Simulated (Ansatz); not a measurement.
```
BN
1.0
    0.00000     1.80285     1.80285
    1.80285     0.00000     1.80285
    1.80285     1.80285     0.00000
N B
1 1
Direct
  0.75000   0.75000   0.75000
  0.00000   0.00000   0.00000
```

No spin polarisation.

Method: Ansatz (an electronic-structure program) PBEsol, no SOC. k-mesh 16×16×16 (Γ-centred); smearing 0.05 eV (Fermi–Dirac).

Question: Predict the electron mass and gap character.

Answer: 
* **Electron mass**: 0.89 mₑ along k, 0.29 mₑ across (at X)
* **Gap character**: indirect, Γ → X

Masses are band curvatures over ±0.01 Å⁻¹ around the edge. Along k means along the line from Γ to the band edge. No phonon test of stability was made. The cell was made from GaN by this change: Ga → B.
